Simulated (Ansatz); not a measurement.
The starting structures come from a database of crystals and need not be the phases stable at ambient conditions.

By PBEsol, the system below comes out a metal.

Given:

```xyz
2
Lattice="4.1407 0.0000 0.0000 0.0000 4.2426 0.0000 0.0000 2.1213 1.4880" Properties=species:S:1:pos:R:3 pbc="T T T"
Zn     2.0704     2.1213     0.0000
Cu     0.0000     0.0000     0.0000
```

Space group of this cell: Cmmm. The cell is taken as given; by PBEsol its mean pressure is -6.5 GPa.

The current flows along the normal of the first two printed cell vectors. No spin-orbit coupling; the value is a mean over 0.1 eV about the Fermi level.

**Question.** Give the ballistic conductance per area that Ansatz (an electronic-structure program) with PBEsol yields.

**Answer.** 0.98 × 10¹⁵ S/m² for both spins.
